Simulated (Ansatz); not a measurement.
Effect of pressure 7 GPa on HfSi2

Base system: HfSi₂ (space group Cmcm, No. 63; a = 3.650 Å, b = 14.350 Å, c = 3.635 Å).

Modification: cell and atoms relaxed at a pressure of 7 GPa.

Calculations: PBEsol (Ansatz, an electronic-structure program; PAW; 420 eV plane waves; scalar-relativistic without spin-orbit coupling). Γ-centred 13×13×13 mesh, Fermi–Dirac width 0.05 eV.

```csv
quantity,base,changed,shift
volume per atom,15.87 Å³,15.14 Å³,-0.73 Å³
density,8.19 g/cm³,8.58 g/cm³,+0.39 g/cm³
shortest interatomic distance,2.412 Å,2.394 Å,-0.018 Å
enthalpy H = E + PV relative to the base's energy,–,+0.68 eV/atom,–
band gap,zero,zero,–
```

Final structure:

```xyz
6
Lattice="1.8020 -7.0095 0.0000 1.8020 7.0095 0.0000 0.0000 0.0000 3.5958" Properties=species:S:1:pos:R:3 pbc="T T T"
Si     1.8020    -6.2194     2.6969
Si     1.8020     6.2194     0.8990
Si     1.8020     3.5057     2.6969
Si     1.8020    -3.5057     0.8990
Hf     1.8020    -1.4554     2.6969
Hf     1.8020     1.4554     0.8990
```

Load acts through the strain it causes; cell and atoms are relaxed under it. Whether these cells are dynamically stable was not tested. Competing high-pressure phases were not computed. All final runs are without spin polarisation.
